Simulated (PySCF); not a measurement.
PySCF 2.14.0, unrestricted PBE/def2-svp, df: Co(Cl)(amdMe) (CC1[N](C)[Co]([Cl])<-[N]=1C), charge 0, multiplicity 4, 17 atoms. The geometry is a generated start, not checked to be a minimum at this level.

```yaml
task: energy
method: pbe
basis: def2-svp
two_electron_scheme: density fitting
mol.max_memory: 3000 MB
mf.max_cycle: 100
mf.init_guess: minao (default)
mf.DIIS: CDIIS (default)
mf.conv_tol: 1e-09 (default)
mf.grids.level: 3 (default)
basis_functions: 178
grid_points: 212336
```

```xyz
17

Co     1.8457     0.3063     1.3841
Cl     3.0633     0.5474     2.9159
C     -1.1490    -0.3671    -1.0056
C     -0.0572    -0.0171    -0.0359
N     -0.2524     0.3120     1.2157
C     -1.5584     0.4102     1.8123
N      1.2437    -0.0041    -0.3805
C      1.6230    -0.2434    -1.7507
H     -0.8282    -1.1741    -1.6604
H     -1.3881     0.5000    -1.6216
H     -2.0452    -0.6780    -0.4773
H     -1.4512     0.8853     2.7859
H     -2.2345     1.0164     1.1990
H     -2.0066    -0.5792     1.9587
H      2.6790    -0.0080    -1.8710
H      1.4719    -1.2923    -2.0319
H      1.0443     0.3856    -2.4366
```

Charge 0 and multiplicity 4 are set for this test and not shown to be the ground state.

One run each on 2 threads, 1 BLAS thread. Values of diis_space tried: 3, 5, 8 (default), 12, 20.

Task: How does the count of Fock builds change with diis_space, and where is it least?

Result: Fewest Fock builds, within one of each other: 12 with 49, 20 with 50. The count rises to 99 at 5. The run ends without SCF convergence in 100 cycles at 3.

| diis_space | Fock builds | end |
|---|---|---|
| 3 | 101 | no convergence |
| 5 | 99 | same solution |
| 8 (default) | 58 | same solution |
| 12 | 49 | same solution |
| 20 | 50 | same solution |
